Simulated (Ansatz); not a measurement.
**What isotropic strain −0.79 % does to GaN**

Take GaN in the zinc blende structure (space group F-43m, No. 216; a = 4.498 Å) as the base.

One thing is altered: an isotropic linear strain of −0.79 %, atoms relaxed at fixed cell.

Method: PBEsol (Ansatz, a first-principles code), without spin-orbit coupling. Γ-centred 13×13×13 mesh, Fermi–Dirac width 0.05 eV.

The volume per atom falls by 0.27 Å³, from 11.38 Å³ to 11.11 Å³ and the shortest interatomic distance falls by 0.0154 Å to 1.932 Å. The energy goes up by 3.8 meV/atom and the pressure goes from zero to 4.72 GPa. The band gap rises by 0.15 eV to 1.85 eV and the gap character is still direct at Γ. The mean gap deformation potential ΔEg/Δln V is -6.3 eV and the width of the top valence band grows by 0.123 eV to 3.85 eV. The electron mass becomes 0.17 mₑ (at Γ) (base: 0.15 mₑ (at Γ)) and the hole mass (degenerate bands, along [100]) changes from 0.16, 0.86, 0.86 mₑ (at Γ) to 0.17, 0.85, 0.85 mₑ (at Γ). The valley order (the lowest conduction-band minima on the path, energy above the VBM, named in the base's zone) goes from Γ 1.70 eV; X along ⟨100⟩ 3.22 eV to Γ 1.85 eV; X along ⟨100⟩ 3.23 eV.

Final structure:

```xyz
2
Lattice="0.0000 2.2313 2.2313 2.2313 0.0000 2.2313 2.2313 2.2313 0.0000" Properties=species:S:1:pos:R:3 pbc="T T T"
N      3.3469     3.3469     3.3469
Ga     0.0000     0.0000     0.0000
```

Cost of the whole job for the changed cell (relaxation, final SCF and bands): very roughly 14 core-seconds.

Effective masses come from finite differences of ±0.01 Å⁻¹. Stability against distortions was not tested. This is not the structure that GaN has at room temperature and ambient pressure.
